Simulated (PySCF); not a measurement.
PySCF 2.14.0, R2SCAN/def2-svp, df: Mo(NH)(F)2(OMe)2 (C[O][Mo](=[NH])([F])([F])[O]C), 15 atoms. The geometry is a generated start, not checked to be a minimum at this level.

```json
{
 "task": "energy",
 "method": "r2scan",
 "basis": "def2-svp",
 "two_electron_scheme": "density fitting",
 "mol.max_memory": "3000 MB",
 "mf.max_cycle": "100",
 "mf.init_guess": "minao (default)",
 "mf.DIIS": "CDIIS (default)",
 "mf.conv_tol": "1e-09 (default)",
 "mf.grids.level": "3 (default)",
 "effective_core_potentials": "those of the basis set, past Kr",
 "basis_functions": "164",
 "grid_points": "189920"
}
```

```xyz
15

Mo    -0.8677     0.5053    -0.0567
N     -1.6147    -0.1057    -1.4954
H     -1.9579    -0.5248    -2.3473
F     -2.2964     0.4295     1.1049
F     -1.3604     2.2729    -0.1032
O     -0.2501    -0.8936     0.8229
C     -0.2755    -2.0328     1.6114
H     -0.0477    -2.9158     0.9963
H      0.4657    -1.9614     2.4197
H     -1.2797    -2.1442     2.0471
O      0.7447     1.0232    -0.5089
C      1.9425     1.4937    -1.0193
H      1.8417     1.6706    -2.0984
H      2.2210     2.4337    -0.5239
H      2.7344     0.7493    -0.8491
```

Charge 0 and multiplicity 1 are set for this test and not shown to be the ground state.

One run each on 2 threads, 1 BLAS thread. Values of diis_space tried: 3, 5, 8 (default), 12, 20.

### Question
How does the count of Fock builds change with diis_space, and where is it least?

### Answer
Fewest Fock builds, within one of each other: 8 (default) with 15, 12 with 15, 20 with 15. The count rises to 72 at 3. All converge to one solution.

| diis_space | Fock builds | end |
|---|---|---|
| 3 | 72 | same solution |
| 5 | 24 | same solution |
| 8 (default) | 15 | same solution |
| 12 | 15 | same solution |
| 20 | 15 | same solution |
